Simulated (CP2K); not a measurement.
Worked example: self-consistent single point of SrGe₃Pd (I4mm, 5 atoms in the cell) in CP2K.

Method: PBEsol, GPW, DZVP-MOLOPT-SR-GTH basis, GTH-PBE potentials (GTH_POTENTIALS) run with CP2K 2026.2.

The change in words: lattice scaled by 0.98. Reference geometry:
```xyz
5
Lattice="6.0425 0.0000 0.0000 2.7185 5.3964 0.0000 -4.3805 -2.6982 3.1690" Properties=species:S:1:pos:R:3 pbc="T T T"
Sr     8.7486     5.3888     0.0000
Ge     3.5018     2.1569     0.0000
Ge     3.0488     0.0170     1.5845
Ge     1.3869     2.7152     1.5845
Pd     5.6342     3.4704     0.0000
```

Reference input (self-consistent single point, DFT PBEsol, GPW, DZVP-MOLOPT-SR-GTH basis, GTH-PBE potentials (GTH_POTENTIALS)): CUTOFF = 500 Ry; REL_CUTOFF = 40 Ry; SMEAR/METHOD = GAUSSIAN; SIGMA = 0.1 eV; KPOINTS/SCHEME = MONKHORST-PACK 6 6 6; GAMMA_CENTERED = T; XC_FUNCTIONAL = PBE:PBESOL; Sr/BASIS_SET = DZVP-MOLOPT-SR-GTH-q10; Sr/POTENTIAL = GTH-PBE-q10; Ge/BASIS_SET = DZVP-MOLOPT-SR-GTH-q4; Ge/POTENTIAL = GTH-PBE-q4; Pd/BASIS_SET = DZVP-MOLOPT-SR-GTH-q18. This run's input differs from it in these lines:

```diff
@@ -67,5 +67,5 @@
     &CELL
-      A 6.04245300 0.00000000 0.00000000
-      B 2.71853000 5.39637200 0.00000000
-      C -4.38049200 -2.69818600 3.16896300
+      A 5.92160400 0.00000000 0.00000000
+      B 2.66416000 5.28844500 0.00000000
+      C -4.29288200 -2.64422200 3.10558300
       PERIODIC XYZ
```

Output, abridged:

```
 SCF WAVEFUNCTION OPTIMIZATION

  Step     Update method      Time    Convergence         Total energy    Change
     1 NoMix/Diag. 0.20E+00      -     1.78304966      -170.4915560560 -1.70E+02
     2 Broy./Diag. 0.20E+00      -     0.39940828      -176.3811889721 -5.89E+00
     3 Broy./Diag. 0.20E+00      -     0.07686984      -171.1255997274  5.26E+00
     4 Broy./Diag. 0.20E+00      -     0.04829900      -169.8300713975  1.30E+00
     5 Broy./Diag. 0.20E+00      -     0.01820530      -169.1773229279  6.53E-01
     6 Broy./Diag. 0.20E+00      -     0.00743789      -169.4874726088 -3.10E-01
   [... 8 lines left out ...]
    15 Broy./Diag. 0.20E+00      -     0.00000117      -169.6385236708  2.22E-05
    16 Broy./Diag. 0.20E+00      -     0.00000055      -169.6385214424  2.23E-06
    17 Broy./Diag. 0.20E+00      -     0.00000026      -169.6385230633 -1.62E-06
    18 Broy./Diag. 0.20E+00      -     0.00000005      -169.6385232767 -2.13E-07
  *** SCF run converged in    18 steps ***

  Overlap energy of the core charge distribution:               0.00000000129302
  Self energy of the core charge distribution:               -306.76852999746063
  Core Hamiltonian energy:                                     71.64959112667857
  Hartree energy:                                              85.90605111602224
  Exchange-correlation energy:                                -20.42534884088591
  Smearing free energy correction:                             -0.00028668230749
  Fermi energy:                                                 0.32219574877368

  Total energy:                                              -169.63852327673027
  Total energy (extrapolated to sigma->0):                   -169.63837993557652

                     Mulliken Population Analysis

   [... lines left out ...]

 STRESS| Analytical stress tensor [bar]
 STRESS|                        x                   y                   z
 STRESS|      x        6.63804369839E+04  -1.90378222107E+03   2.13435699766E+01
 STRESS|      y       -1.90378222107E+03   6.82985285664E+04   1.30702449974E+01
 STRESS|      z        2.13435699766E+01   1.30702449974E+01   6.94938077769E+04
 STRESS| 1/3 Trace                                             6.80575911091E+04
```

The run converged in 18 iterations. Against the reference run the free energy rises by 28.9 meV/atom, the pressure goes from 1.13 to 6.81 GPa and the largest force goes from 0.433 to 0.473 eV/Å.

The starting cell comes from a database of computed structures (which also holds hypothetical and non-ambient phases and stackings), without a prior relaxation at this level. For this run, on top of that: lattice scaled by 0.98. Spin polarisation is off. Values carry the incompleteness of an atom-centred basis. The potentials were made for another functional than the one used. With a pressure of about 7 GPa the cell is away from its equilibrium volume at this level.

Cost on one core of a shared machine: roughly 90 s.
